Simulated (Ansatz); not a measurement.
Consider O vacancy in corundum, neutral cell. Computed with PBE, PAW (plane waves to 420 eV; Ansatz, an electronic-structure program).

270-site cell at the relaxed PBE lattice, the Γ point alone, smearing 0.01 eV, spin-restricted, no finite-size correction. No zero-point or tunnelling terms. The charge state is imposed; whether it is stable for some Fermi level was not computed. Forms of the defect that were not tried may lie lower.

Barriers: single points on a 2×2×2 k-point mesh shifted by half a step along c at the bands' geometries.

Relaxed starting cell (atoms counted from 1):

```
CELL_PARAMETERS angstrom
     14.42625     0.00000     0.00000
     -7.21313    12.49350     0.00000
      0.00000     0.00000    13.12510
ATOMIC_POSITIONS crystal
  Al 0.99963 0.00001 0.35209
  Al 0.99989 0.33356 0.35212
  Al 0.00045 0.66872 0.35224
  Al 0.33406 0.00002 0.35282
  Al 0.33293 0.33335 0.35218
  Al 0.33305 0.66666 0.35210
  Al 0.66657 0.00019 0.35220
  Al 0.66632 0.33346 0.35216
  Al 0.66642 0.66670 0.35211
  Al 0.22167 0.10507 0.18950
  Al 0.22206 0.44433 0.18548
  Al 0.22162 0.77785 0.18531
  Al 0.55563 0.11123 0.18526
  Al 0.55489 0.44426 0.18556
  Al 0.55527 0.77773 0.18542
  Al 0.88860 0.11122 0.18550
  Al 0.88878 0.44477 0.18552
  Al 0.88874 0.77798 0.18547
  Al 0.11085 0.22218 0.31453
  Al 0.11071 0.55588 0.31444
  Al 0.11658 0.89500 0.31056
  Al 0.44384 0.22231 0.31470
  Al 0.44409 0.55538 0.31449
  Al 0.44448 0.88892 0.31474
  Al 0.77762 0.22243 0.31458
  Al 0.77779 0.55582 0.31451
  Al 0.77746 0.88893 0.31450
  Al 0.22204 0.11139 0.48128
  Al 0.22194 0.44457 0.48122
  Al 0.22206 0.77776 0.48127
  Al 0.55564 0.11138 0.48141
  Al 0.55538 0.44460 0.48122
  Al 0.55537 0.77778 0.48119
  Al 0.88865 0.11124 0.48122
  Al 0.88874 0.44490 0.48098
  Al 0.88911 0.77813 0.48084
  O  0.23088 0.33311 0.25007
  O  0.23108 0.66698 0.24992
  O  0.56415 0.00007 0.25000
  O  0.56417 0.33317 0.25008
  O  0.56423 0.66659 0.24999
  O  0.89740 0.00008 0.25000
  O  0.89772 0.33356 0.25002
  O  0.89784 0.66705 0.24994
  O  0.10140 0.10178 0.25023
  O  0.10187 0.43559 0.24999
  O  0.10234 0.76982 0.24965
  O  0.43377 0.10142 0.25010
  O  0.43477 0.43487 0.25020
  O  0.43508 0.76893 0.24992
  O  0.76834 0.10215 0.25000
  O  0.76844 0.43546 0.24999
  O  0.76840 0.76875 0.24996
  O  0.21294 0.22246 0.41684
  O  0.21291 0.55577 0.41667
  O  0.21389 0.88985 0.41653
  O  0.54600 0.22205 0.41657
  O  0.54620 0.55557 0.41666
  O  0.54633 0.88897 0.41669
  O  0.87963 0.22243 0.41667
  O  0.87989 0.55615 0.41651
  O  0.87953 0.88908 0.41661
  O  0.11087 0.32444 0.41670
  O  0.11105 0.65810 0.41648
  O  0.11140 0.99196 0.41641
  O  0.44409 0.32415 0.41684
  O  0.44418 0.65771 0.41664
  O  0.44471 0.99112 0.41666
  O  0.77751 0.32447 0.41664
  O  0.77759 0.65780 0.41661
  O  0.77748 0.99106 0.41671
  O  0.00875 0.12029 0.41675
  O  0.00886 0.45380 0.41656
  O  0.00949 0.78804 0.41668
  O  0.34159 0.11975 0.41592
  O  0.34209 0.45358 0.41671
  O  0.34226 0.78713 0.41644
  O  0.67556 0.12033 0.41670
  O  0.67549 0.45359 0.41667
  O  0.67545 0.78689 0.41661
  O  0.99972 0.23139 0.25004
  O  0.99998 0.56528 0.24981
  O  0.99970 0.89838 0.24976
  O  0.33260 0.23035 0.25034
  O  0.33306 0.56469 0.25002
  O  0.33243 0.89875 0.24992
  O  0.66623 0.23122 0.25008
  O  0.66634 0.56455 0.25001
  O  0.66627 0.89800 0.25000
  Al 0.22186 0.11107 0.68549
  Al 0.22198 0.44445 0.68552
  Al 0.22200 0.77793 0.68544
  Al 0.55529 0.11118 0.68561
  Al 0.55532 0.44455 0.68553
  Al 0.55533 0.77781 0.68550
  Al 0.88872 0.11124 0.68550
  Al 0.88875 0.44465 0.68537
  Al 0.88871 0.77794 0.68528
  Al 0.11083 0.22235 0.51884
  Al 0.11087 0.55570 0.51871
  Al 0.11050 0.88884 0.51756
  Al 0.44444 0.22252 0.51904
  Al 0.44417 0.55560 0.51882
  Al 0.44439 0.88896 0.51902
  Al 0.77773 0.22251 0.51884
  Al 0.77769 0.55588 0.51873
  Al 0.77760 0.88896 0.51882
  Al 0.99978 0.00010 0.64784
  Al 0.99979 0.33348 0.64788
  Al 0.99992 0.66698 0.64768
  Al 0.33289 0.00005 0.64778
  Al 0.33306 0.33339 0.64796
  Al 0.33307 0.66668 0.64789
  Al 0.66653 0.00011 0.64788
  Al 0.66659 0.33356 0.64788
  Al 0.66651 0.66679 0.64782
  Al 0.11085 0.22221 0.81472
  Al 0.11085 0.55560 0.81448
  Al 0.11087 0.88909 0.81452
  Al 0.44414 0.22222 0.81457
  Al 0.44418 0.55550 0.81464
  Al 0.44419 0.88897 0.81440
  Al 0.77759 0.22234 0.81451
  Al 0.77761 0.55570 0.81448
  Al 0.77756 0.88891 0.81450
  O  0.11997 0.11133 0.58342
  O  0.11994 0.44460 0.58332
  O  0.12019 0.77811 0.58307
  O  0.45319 0.11115 0.58318
  O  0.45326 0.44447 0.58336
  O  0.45325 0.77781 0.58334
  O  0.78661 0.11129 0.58336
  O  0.78669 0.44468 0.58326
  O  0.78661 0.77788 0.58328
  O  0.32413 0.21322 0.58325
  O  0.32405 0.54659 0.58335
  O  0.32421 0.88001 0.58326
  O  0.65740 0.21332 0.58332
  O  0.65739 0.54660 0.58330
  O  0.65736 0.87990 0.58333
  O  0.99069 0.21332 0.58337
  O  0.99082 0.54676 0.58325
  O  0.99078 0.88015 0.58320
  O  0.10179 0.00007 0.75000
  O  0.10181 0.33339 0.75005
  O  0.10190 0.66682 0.74995
  O  0.43511 0.00007 0.75000
  O  0.43516 0.33334 0.75005
  O  0.43513 0.66669 0.75006
  O  0.76847 0.00008 0.75000
  O  0.76852 0.33346 0.74995
  O  0.76850 0.66676 0.74995
  O  0.99975 0.10213 0.75003
  O  0.99978 0.43550 0.74998
  O  0.99987 0.76887 0.74993
  O  0.33307 0.10210 0.74996
  O  0.33310 0.43540 0.75005
  O  0.33308 0.76881 0.74999
  O  0.66643 0.10215 0.75004
  O  0.66646 0.43548 0.75000
  O  0.66639 0.76876 0.75000
  O  0.23107 0.23128 0.75006
  O  0.23105 0.56467 0.75000
  O  0.23104 0.89805 0.75004
  O  0.56435 0.23135 0.75001
  O  0.56435 0.56465 0.75003
  O  0.56435 0.89800 0.74997
  O  0.89771 0.23139 0.75001
  O  0.89777 0.56475 0.74995
  O  0.89769 0.89801 0.74996
  O  0.22187 0.00908 0.58309
  O  0.22199 0.34250 0.58341
  O  0.22208 0.67587 0.58325
  O  0.55540 0.00920 0.58338
  O  0.55544 0.34252 0.58337
  O  0.55530 0.67577 0.58333
  O  0.88863 0.00920 0.58336
  O  0.88875 0.34265 0.58329
  O  0.88875 0.67593 0.58332
  Al 0.11105 0.22202 0.01916
  Al 0.11086 0.55555 0.01878
  Al 0.11072 0.88876 0.01872
  Al 0.44436 0.22238 0.01873
  Al 0.44390 0.55524 0.01903
  Al 0.44432 0.88879 0.01861
  Al 0.77767 0.22237 0.01882
  Al 0.77744 0.55557 0.01878
  Al 0.77747 0.88891 0.01879
  Al 0.99976 0.00005 0.85217
  Al 0.99980 0.33336 0.85218
  Al 0.99974 0.66676 0.85204
  Al 0.33291 0.00010 0.85224
  Al 0.33301 0.33316 0.85232
  Al 0.33311 0.66659 0.85213
  Al 0.66650 0.00004 0.85213
  Al 0.66646 0.33347 0.85211
  Al 0.66638 0.66667 0.85213
  Al 0.22173 0.11131 0.98247
  Al 0.22188 0.44426 0.98128
  Al 0.22198 0.77763 0.98097
  Al 0.55550 0.11119 0.98099
  Al 0.55524 0.44445 0.98129
  Al 0.55529 0.77764 0.98117
  Al 0.88871 0.11118 0.98118
  Al 0.88865 0.44455 0.98119
  Al 0.88856 0.77780 0.98116
  Al 0.99970 0.00016 0.14791
  Al 0.99980 0.33346 0.14789
  Al 0.99965 0.66680 0.14781
  Al 0.33408 0.00016 0.14720
  Al 0.33178 0.33139 0.14777
  Al 0.33293 0.66669 0.14785
  Al 0.66645 0.99996 0.14780
  Al 0.66646 0.33349 0.14790
  Al 0.66638 0.66658 0.14788
  O  0.00881 0.22228 0.91672
  O  0.00886 0.55568 0.91664
  O  0.00872 0.88882 0.91657
  O  0.34216 0.22205 0.91692
  O  0.34208 0.55547 0.91675
  O  0.34211 0.88900 0.91682
  O  0.67552 0.22234 0.91667
  O  0.67541 0.55555 0.91668
  O  0.67539 0.88886 0.91665
  O  0.21288 0.32422 0.91666
  O  0.21299 0.65763 0.91664
  O  0.21285 0.99107 0.91691
  O  0.54629 0.32429 0.91674
  O  0.54617 0.65750 0.91671
  O  0.54627 0.99095 0.91662
  O  0.87961 0.32438 0.91668
  O  0.87956 0.65765 0.91659
  O  0.87950 0.99095 0.91663
  O  0.32413 0.11034 0.08343
  O  0.32381 0.44399 0.08350
  O  0.32402 0.77810 0.08344
  O  0.65743 0.11118 0.08332
  O  0.65722 0.44438 0.08333
  O  0.65726 0.77771 0.08334
  O  0.99051 0.11107 0.08338
  O  0.99071 0.44458 0.08334
  O  0.99054 0.77769 0.08315
  O  0.22151 0.21212 0.08330
  O  0.22197 0.54656 0.08333
  O  0.22191 0.88040 0.08407
  O  0.55521 0.21302 0.08356
  O  0.55513 0.54635 0.08344
  O  0.55529 0.87982 0.08331
  O  0.88863 0.21327 0.08339
  O  0.88858 0.54657 0.08330
  O  0.88853 0.87987 0.08326
  O  0.11951 0.00819 0.08358
  O  0.11987 0.34235 0.08338
  O  0.12002 0.67600 0.08317
  O  0.45365 0.00903 0.08336
  O  0.45302 0.34205 0.08353
  O  0.45310 0.67568 0.08336
  O  0.78648 0.00909 0.08329
  O  0.78655 0.34245 0.08336
  O  0.78649 0.67570 0.08330
  O  0.11070 0.12000 0.91679
  O  0.11087 0.45355 0.91670
  O  0.11098 0.78693 0.91675
  O  0.44429 0.12015 0.91673
  O  0.44413 0.45340 0.91675
  O  0.44415 0.78683 0.91669
  O  0.77754 0.12025 0.91668
  O  0.77754 0.45357 0.91665
  O  0.77745 0.78683 0.91663
```

End state 1 differs by these moves (Å; atoms that move under 0.08 Å are left out):

| atom | element | Δx | Δy | Δz |
|---|---|---|---|---|
| 10 | Al | -0.04 | 0.08 | -0.06 |
| 13 | Al | -0.09 | 0.00 | 0.05 |
| 21 | Al | -0.04 | -0.08 | 0.05 |
| 22 | Al | 0.05 | -0.07 | -0.06 |
| 48 | O | -2.18 | -1.26 | 0.00 |

Task: What is the computed forward and backward barriers to end state 1 (PBE, PAW)?

Result: forward 3.59 eV, backward 3.59 eV; at the saddle point atom 48 has neighbours 2 Al at 1.80, Al at 2.07, Al at 2.08 Å. The saddle point's order was not checked, and it lies on a symmetry element of the cell, where a band can be held.

End state 2 differs by these moves (Å; atoms that move under 0.08 Å are left out):

```
atom  element     Δx     Δy     Δz
----  -------  -----  -----  -----
4          Al  -0.06   0.07   0.04
10         Al  -0.04   0.08  -0.05
21         Al  -0.04  -0.08   0.05
28         Al   0.09  -0.01  -0.05
75          O  -0.74  -1.49  -2.17
```

Task: Predict the forward and backward barriers to end state 2 from PBE, PAW.

Result: forward 4.11 eV, backward 4.11 eV; at the saddle point atom 75 has neighbours Al at 1.78, Al at 2.04, Al at 2.08 Å. The saddle point's order was not checked.
